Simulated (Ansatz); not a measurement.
The parent structure is HfO$_{2}$ in the fluorite structure (space group Fm-3m, No. 225; a = 5.0438 Å). Axes: x, y, z lie along the cube axes.

All numbers come from PBEsol (Ansatz, a first-principles code), spin-orbit coupling left out.

Base values:

```
Property                        Result
-----------------------------  -------
Band gap                       3.69 eV
Shortest interatomic distance  2.184 Å
```

Now apply this change: uniaxial strain ε_zz = −1.50 %, all other strain components held at zero, atoms relaxed at fixed cell.

### Question
Predict the new band gap.

### Answer
The band gap drops by 0.09 eV, from 3.69 eV to 3.60 eV.

### Question
What does the calculation give for the energy relative to the base after the change?

### Answer
The energy goes up by 4.5 meV/atom.

### Question
What does the calculation give for the shortest interatomic distance after the change?

### Answer
The shortest interatomic distance shrinks by 0.011 Å, from 2.184 Å to 2.173 Å.

With Hf present, leaving out spin-orbit coupling can change the band edges. Stability against distortions was not tested. This is not the structure that HfO2 has at room temperature and ambient pressure.
